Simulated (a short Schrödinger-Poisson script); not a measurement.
Structure: symmetric double-gate stack, HfO2 on p-type Si(100), at 300 K.

| layer | material | thickness (nm) | Na (cm⁻³) |
|---|---|---|---|
| 1 | HfO2 | 5.6 | - |
| 2 | Si | 14 | 3e16 |
| 3 | HfO2 | 5.6 | - |

Constants are typed, rounded textbook-type inputs, not results; the design itself was drawn at random and stands for no fabricated device. HfO2: permittivity 22, conduction-band edge (eV) 1.55, gap (eV) 5.7, electron mass (mₑ) 0.2. Si: permittivity 11.7, conduction-band edge (eV) 0, gap (eV) 1.124, Nv at 300 K (cm⁻³) 3.1e19.

Channel valleys (confinement mass, in-plane density-of-states mass, number): Δ2 0.916, 0.19, 2; Δ4 0.19, 0.417, 4. At the gates, both at one voltage, the conduction-band edge of layer 1 lies 1.96 eV − eVg above the Fermi level of the channel. Gaps are held at their typed values at every temperature. Mesh 0.03 nm at interfaces.

From a short Schrödinger-Poisson script (our own, NumPy): 1D Poisson equation in equilibrium, electrons quantum, Hartree (BenDaniel-Duke, 12 states a valley, the channel's in-plane mass for all, wave functions ending at the dielectric), parabolic valleys, classical holes, full ionisation, no traps, pinning or gate leakage.

The same stack at other levels of the model or other numerical settings:

```tsv
run	sheet density of all electrons at Vg = 1.1 V (cm⁻²)	sheet density of all electrons at Vg = 0.5 V (cm⁻²)	capacitance of both gates at Vg = 1.1 V (μF/cm²)	gate voltage at 1e11 electrons/cm² (V)	rough cost against the base
base	1.96e13	3.27e12	4.87	0.27	about 1
electrons treated as classical, Boltzmann	[?]	4.44e12	[?]	0.26	0.04
electrons treated as classical, Fermi-Dirac	2.47e13	[?]	5.78	0.26	0.1
mesh six times as coarse	1.96e13	3.27e12	4.87	0.27	0.3
```

### Question
What belongs in the gaps?

### Answer

- electrons treated as classical, Boltzmann, capacitance of both gates at Vg = 1.1 V (μF/cm²): 6.38
- electrons treated as classical, Boltzmann, sheet density of all electrons at Vg = 1.1 V (cm⁻²): 2.65e13
- electrons treated as classical, Fermi-Dirac, sheet density of all electrons at Vg = 0.5 V (cm⁻²): 4.37e12

The classical rows ignore confinement, and Boltzmann statistics overrate the density once the band edge passes the Fermi level.
